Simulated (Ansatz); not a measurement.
A self-consistent single point of Al2Ru (C2, 6 atoms in the cell) with Ansatz (a first-principles code).

Level of theory: LDA (PW92), default PAW files made with PBE (plane waves; Ansatz).

```yaml
crystal:
  lattice:
    - [0.00000, 4.00978, 4.41348]
    - [2.36424, 0.00000, 4.41348]
    - [2.36424, 4.00978, 0.00000]
  atoms:
    - { symbol: Al, position: [0.07906, 0.42094, 0.07906] }
    - { symbol: Al, position: [0.42094, 0.07906, 0.42094] }
    - { symbol: Al, position: [0.17094, 0.82906, 0.17094] }
    - { symbol: Al, position: [0.82906, 0.17094, 0.82906] }
    - { symbol: Ru, position: [0.75566, 0.75566, 0.74434] }
    - { symbol: Ru, position: [0.50000, 0.50000, 0.50000] }
```

Reference input (self-consistent single point, DFT, LDA (PW92), plane waves, default PAW files made with PBE): basis.ecutwfc = 420 eV; kpoints.mp_grid.grid = 7 7 7; hamiltonian.xc = lda; hamiltonian.pseudopotentials = {kind: paw} (the program's default PAW files); scf.occupations.method = fermi_dirac; scf.occupations.width = 0.1 eV. This run's input differs from it in these lines:

Ansatz 0.2 input:
```diff
@@ -16,3 +16,3 @@
 kpoints:
-  mp_grid: { grid: [7, 7, 7] }
+  mp_grid: { grid: [21, 21, 21] }
 hamiltonian:
@@ -21,3 +21,3 @@
 scf:
-  occupations: { method: fermi_dirac, width: 0.1 eV }
+  occupations: { method: fermi_dirac, width: 0.3 eV }
 output:
```

Output (repeated stretches shortened):

```
SCF iter   1: F=—  HF=-13572.360385 eV  |F-HF|=—  |Δ(HF+E_count)|=         —  Δρ=6.34e-3  dr2=2.16e-2  ethr=1.77e-3  ⟨swp⟩=11.0  Hψ=354164  notcnv=6
all-band conjugate gradients don't solve this SCF's bands from here on, since memory is short
preconditioner: auto → Kerker (q_TF=auto, 2.451 Å⁻¹)
the mixing steps aren't corrected for partly filled atomic shells, since the memory limit or a GPU had no room for it …
   [... lines left out ...]
SCF iter   7: F=—  HF=-13572.358028 eV  |F-HF|=—  |Δ(HF+E_count)|=   6.76e-7  Δρ=2.36e-5  dr2=8.48e-7  ethr=1.63e-8  ⟨swp⟩=2.0  Hψ=134142  notcnv=0  defer=3
SCF iter   8: F=-13572.358028 eV  HF=-13572.358028 eV  |F-HF|=1.32e-8  |Δ(HF+E_count)|=   8.39e-8  Δρ=3.56e-6  dr2=1.62e-8  ethr=1.93e-9  ⟨swp⟩=3.0  Hψ=139797  notcnv=0
the search or the solves at the SCF's close may have found levels that the self-consistency loop had missed (the run counts none) …
SCF 1 converged in 8 iterations: F = -13572.358028 eV  dr2 = 1.62e-8
Free energy (F): -13572.358028 eV
Internal energy: -13571.937905 eV  (E = F + TS)
E sigma→0 (E₀):  -13572.147966 eV
Entropy (-TS):   -0.420123 eV (-70.020 meV/atom)
Fermi energy:    13.475232 eV
--- Forces (eV/Å), atoms counted from 1 ---
  atom   1  Al    -0.01336005    -0.08296218     0.05899776
  atom   2  Al     0.01336005     0.08296218     0.05899776
  atom   3  Al    -0.08573192     0.07472586     0.17949366
  atom   4  Al     0.08573192    -0.07472586     0.17949366
  atom   5  Ru     0.00000000     0.00000000    -0.65900015
  atom   6  Ru     0.00000000     0.00000000     0.18201943
--- Stress (GPa, compression-positive) ---
       -6.935384       0.080130       0.000000
        0.080130      -5.767121       0.000000
        0.000000       0.000000      -6.267950
  P = ⅓ Tr σ = -6.3235 GPa (-63.235 kbar)
  The stress holds the Pulay correction. Without it, at fixed plane waves, as pw.x and ABINIT print it: P = -6.3759 GPa
```

The run converged in 8 iterations. Against the reference run the free energy falls by 19.4 meV/atom, the pressure goes from -7.06 to -6.32 GPa and the largest force goes from 0.712 to 0.659 eV/Å.

The starting cell comes from a database of computed structures (which also holds hypothetical and non-ambient phases and stackings), without a prior relaxation at this level. Its lattice was rescaled by up to half a per cent. One atom was moved a little off its site on purpose. Spin polarisation is off. With a pressure of about -6 GPa the cell is away from its equilibrium volume at this level. Ansatz's pressure includes its estimate of the finite-basis (Pulay) stress.

Cost on one core of a shared machine: roughly 8 min.
